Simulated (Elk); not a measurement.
Checking a run of Elk on HgS (F-43m, 2 atoms in the cell). The aim is a self-consistent single point with DFT, LDA (PW92), all-electron FP-LAPW, Elk's shipped species files, default APW+lo basis.

Cell that was meant: a = 4.2136 Å, b = 4.2136 Å, c = 4.2136 Å, α = 60.00°, β = 60.00°, γ = 60.00°.

Part of the input:

```
  0.92

swidth
  0.03

maxscl
  100
```

Output, abridged:

```
│ Elk code version 10.2.4 │

All units are atomic (Hartree, Bohr, etc.)

│ Ground-state run starting from atomic densities │

   [... lines left out ...]
Total number of valence states :   20
Total number of core states    :   72

Total number of local-orbitals :   22

Exchange-correlation functional :      3     0     0
 Perdew-Wang/Ceperley-Alder, Phys. Rev. B 45, 13244 (1992)
 gradient requirement :    0
 local density approximation (LDA)

Smearing type :    3
 Fermi-Dirac
Smearing width :   0.3000000000E-01
Effective electronic temperature (K) :    9473.250744

Mixing type :    3
 Broyden mixing, J. Phys. A: Math. Gen. 17, L317 (1984)

Kohn-Sham potential initialised from atomic data
│ Self-consistent loop started │
│ Loop number : 1 │
 total energy                :     -20042.2516446
│ Loop number : 2 │
 total energy                :     -20042.6689061
RMS change in Kohn-Sham potential (target) :   0.1742997056     (  0.1000000000E-05)
Absolute change in total energy (target)   :   0.4172614939     (  0.1000000000E-03)
│ Loop number : 3 │
 total energy                :     -20044.7611837
RMS change in Kohn-Sham potential (target) :   0.1389589679     (  0.1000000000E-05)
Absolute change in total energy (target)   :    2.196592920     (  0.1000000000E-03)
   [... lines left out ...]
Absolute change in total energy (target)   :   0.2415089857E-02 (  0.1000000000E-03)
│ Loop number : 13 │
 total energy                :     -20049.0953857
RMS change in Kohn-Sham potential (target) :   0.1265130379E-05 (  0.1000000000E-05)
Absolute change in total energy (target)   :   0.2933908654E-03 (  0.1000000000E-03)
│ Loop number : 14 │
 total energy                :     -20049.0953202
RMS change in Kohn-Sham potential (target) :   0.3104784809E-06 (  0.1000000000E-05)
Absolute change in total energy (target)   :   0.7818907761E-05 (  0.1000000000E-03)
Convergence targets achieved

│ Loop number : 15 │

Energies :
 Fermi                       :     0.137468258399
 total energy                :     -20049.0953076

Density of states at Fermi energy :    16.27565166
 (states/Hartree/unit cell)

Estimated indirect band gap :   0.8771015061E-02
 from k-point     11 to k-point     19
Estimated direct band gap   :   0.4174075730E-01
 at k-point     19

Charges :
 core                        :    72.00000000
 valence                     :    24.00000000
 interstitial                :    3.715221709
 muffin-tins (core leakage)
  species :    1 (Hg)
   atom    1                 :    78.41501733     (  0.2515303737E-03)
  species :    2 (S)
   atom    1                 :    13.86976096     (  0.2269228991E-03)
 total in muffin-tins        :    92.28477829
 total calculated charge     :    95.99597727
 total charge                :    96.00000000
 error                       :   0.4022728061E-02

│ Self-consistent loop stopped │
```

Question: Can these results be used? Check the input.

Answer: The run is not sound. The fault is a smearing width that is far too large. A width of many tenths of an electronvolt moves electrons far across the Fermi level or the gap, and the free energy and its derivatives carry a large smearing term. To fix it, use a width small against the gap or band features. The run converged in 15 iterations without an error; against the sound input the free energy drops by 260 meV/atom.

The sound input it was made from differs as follows (other fixes are possible):
```diff
-  0.03
+  0.00367493
```

With that input, the run converged in 15 iterations: free energy E − TS -545563.1565 eV; pressure from finite strains at a fixed basis (rough; not comparable with other codes) -6.49 GPa; Fermi level (on the code's own zero) 3.21 eV (DFT, LDA (PW92), all-electron FP-LAPW, Elk's shipped species files, default APW+lo basis).

On the sound input: the starting cell comes from a database of computed structures (which also holds hypothetical and non-ambient phases and stackings), without a prior relaxation at this level. Its lattice was rescaled by a random factor within 2.5 % of one. Spin-orbit coupling is off. Values depend on the basis (sphere radii, cutoffs, local orbitals), which need not be converged. The run gives no clean gap (levels at the Fermi energy touch, overlap or are partly filled at this smearing), which alone does not show that the compound is a metal. The log's line on a gap gives a spacing of levels on this mesh, which the program prints for metals too.
